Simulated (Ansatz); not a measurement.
Consider NiO in the rock salt structure (space group Fm-3m, No. 225; a = 4.1172 Å; ferromagnetic).

The values are results of Kohn–Sham DFT with the PBEsol functional, run in Ansatz (an electronic-structure program) with PAW and 420 eV plane waves, no SOC, earlier PAW set, not measurements.

For the base:

| Property | Result |
|---|---|
| Volume per atom | 8.72 Å³ |
| Largest site moment | 1.04 μB |

The change: cell and atoms relaxed at a pressure of 10 GPa.

Task: Estimate the effect on the volume per atom.

Result: The volume per atom decreases by 0.425 Å³, from 8.72 Å³ to 8.30 Å³.

Task: Predict the new largest site moment.

Result: The largest site moment drops by 0.37 μB, from 1.04 μB to 0.67 μB.

Load acts through the strain it causes; cell and atoms are relaxed under it. No phonon test of stability was made. No other phases were tried under pressure. No Hubbard U is applied and the magnetic state is the run's own (NiO ferromagnetic); small cells can't hold the antiferromagnetic order that many such compounds have, so gaps and moments can be off. In its common phase, real NiO is an antiferromagnetic insulator at low temperature.
